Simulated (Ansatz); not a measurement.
The reference is SbP in the rock salt structure (space group Fm-3m, No. 225; a = 5.6004 Å; a hypothetical phase, not in the database extracts checked; relaxed with 0.1 eV smearing).

Computed with r2SCAN (Ansatz, a program for electronic structure), no SOC.

For the base:

| Quantity | Result |
|---|---|
| Pressure | 0.0 GPa |
| Band gap | zero |

Now apply this change: the cell is scaled by 1.0263 in all directions, atoms relaxed at fixed cell.

What happens to the energy relative to the base, pressure and band gap?

The energy goes up by 31 meV/atom; the pressure goes from zero to -5.3 GPa; the band gap is still zero.

The cells carry an imposed strain or load. No phonon test of stability was made. All final runs are without spin polarisation.
